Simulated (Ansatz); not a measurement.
The starting structures come from a database of crystals and need not be the phases stable at ambient conditions.

## Evanescent states of LiTaF6 (R-3, not sure to be the ambient phase, 8 atoms a cell, 13.1 Å³ an atom) along the normal of (001)

Calculation: r2SCAN (plane waves, PAW; Ansatz, a program for electronic structure).

The gap is the functional's own, uncorrected, and κ follows it; spin-orbit coupling is left out. Mid-gap values are interpolated between the computed energies.

Energies count from the valence-band top; κ is the least over a 12×12 mesh across the current.

```csv
E (eV),κ (1/Å),where
0.16,0.305,Γ
0.48,0.387,Γ
0.80,0.447,Γ
1.12,0.492,Γ
1.44,0.528,Γ
1.76,0.557,Γ
2.08,0.580,Γ
2.40,0.598,Γ
2.72,0.613,Γ
3.04,0.623,Γ
3.36,0.631,Γ
3.68,0.636,Γ
4.00,0.638,Γ
4.32,0.637,Γ
4.64,0.634,Γ
4.96,0.628,Γ
5.28,0.619,Γ
5.60,0.607,Γ
5.92,0.591,Γ
6.24,0.569,Γ
6.56,0.539,Γ
6.88,0.421,off Γ
```

Task: How thick must the barrier be to attenuate the transmission by 10^8 when the electrodes' Fermi level lies at 6.88 eV, and what attenuation does that film give at 2.40 eV?

Result: d = 8 ln 10 / (2 × 0.421) = 21.9 Å. At 2.40 eV it gives 8 × 0.598/0.421 = 11.4 decades.
